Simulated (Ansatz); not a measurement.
TiB2: pressure series

The parent structure is TiB$_{2}$ (space group P6/mmm, No. 191).

```yaml
crystal:
  lattice:
    - [3.02488, 0.00000, 0.00000]
    - [-1.51244, 2.61962, 0.00000]
    - [0.00000, 0.00000, 3.22383]
  atoms:
    - { symbol: Ti, position: [0.00000, 0.00000, 0.00000] }
    - { symbol: B, position: [0.33333, 0.66667, 0.50000] }
    - { symbol: B, position: [0.66667, 0.33333, 0.50000] }
```

Cell and atoms are relaxed at each pressure.

Method: r2SCAN, PAW, 500 eV (Ansatz, an electronic-structure program; without spin-orbit coupling), earlier PAW set.

Candidates:
(a) pressure 60 GPa
(b) pressure 18 GPa
(c) pressure 1.8 GPa

For the base:

| Property | Value |
|---|---|
| c/a ratio | 1.066 |

**Question.** Order them by c/a ratio, lowest first.

**Answer.** (a) pressure 60 GPa (1.044), (b) pressure 18 GPa (1.057), (c) pressure 1.8 GPa (1.065)

Load acts through the strain it causes; cell and atoms are relaxed under it. No phonon test of stability was made. Competing high-pressure phases were not computed. All final runs are without spin polarisation.
